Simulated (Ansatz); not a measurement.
KLuS$_{2}$ (R-3m), PBEsol, rigid bands in Ansatz (a first-principles code): band gap 2.10 eV, N_c = 4.01e19 cm⁻³ and N_v = 4.58e19 cm⁻³ at 300 K, conductivity masses along y (a = (1.95, 1.13, 7.24) Å; b = (-1.95, 1.13, 7.24) Å; c = (0.00, -2.26, 7.24) Å) of 0.447 mₑ (electrons) and 0.521 mₑ (holes). Take k_BT = 0.02585 eV.

What built-in voltage has an abrupt junction with N_A = 1e16 and N_D = 1e18 cm⁻³, all dopants ionised?

V_bi = E_g/e − (k_BT/e) ln(N_c N_v/(N_A N_D)) = 2.10 − 0.02585 × 12.12 = 1.79 V. It follows the computed gap one for one.

Find the intrinsic carrier density and the intrinsic Fermi level.

n_i = √(N_c N_v) exp(−E_g/2k_BT) = 4.29e19 × exp(−40.62) = 9.8e1 cm⁻³. The level lies (k_BT/2) ln(N_v/N_c) = 2 meV from mid-gap (positive towards the conduction band). Each 0.1 eV added to the gap lowers n_i by a factor of 6.9.

A film of it is 8 nm thick, with its normal along the direction named. Estimate the confinement energies in an infinite well.

ħ²π²/(2m t²) = 0.376 eV·nm²/(m/mₑ × t²) gives 13.1 meV for electrons and 11.3 meV for holes, so the gap would widen to about 2.12 eV. Finite barriers and nonparabolic bands lower this, and with several valleys or bands the heaviest mass along the normal sets the lowest level, not this average.

Rigid, parabolic bands with the computed gap; masses take one relaxation time for all states. Spin-orbit coupling is left out; where it splits the top of the valence band, N_v and the p-type Seebeck coefficient come out somewhat high without it.

Formula and space group known from diffraction (Crystallography Open Database), not checked to be the room-temperature form: KLuS2 (R-3m).
